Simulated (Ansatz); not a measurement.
Consider the following.

```yaml
crystal:
  lattice:
    - [4.12690, 0.00000, 0.00000]
    - [-2.06345, 3.57400, 0.00000]
    - [0.00000, 0.00000, 6.73050]
  atoms:
    - { symbol: Cd, position: [0.66667, 0.33333, 0.00038] }
    - { symbol: Cd, position: [0.33333, 0.66667, 0.50038] }
    - { symbol: Se, position: [0.66667, 0.33333, 0.62482] }
    - { symbol: Se, position: [0.33333, 0.66667, 0.12482] }
```

No spin polarisation.

Level of theory: r2SCAN, PAW, 500 eV (Ansatz, a program for electronic structure; spin-orbit coupling left out). Γ-centred 9×9×5 mesh, Fermi–Dirac width 0.05 eV.

Problem. Predict the space group, pressure, valence-band top at Γ and width of the top valence band.

Solution. The space group is P6_3mc (No. 186). The pressure (mean of the normal stresses, compression positive) is 109.4 kbar and the valence-band top at Γ (three highest levels, from the VBM) is 0.00, 0.00, -0.07 eV. The width of the top valence band is 2.17 eV.

The levels and masses belong to the bands next to the band gap. The cells carry an imposed strain or load. Stability against distortions was not tested. The cell was made from CdSe in the wurtzite structure (space group P6_3mc, No. 186) by this change: isotropic strain −4.91 %.
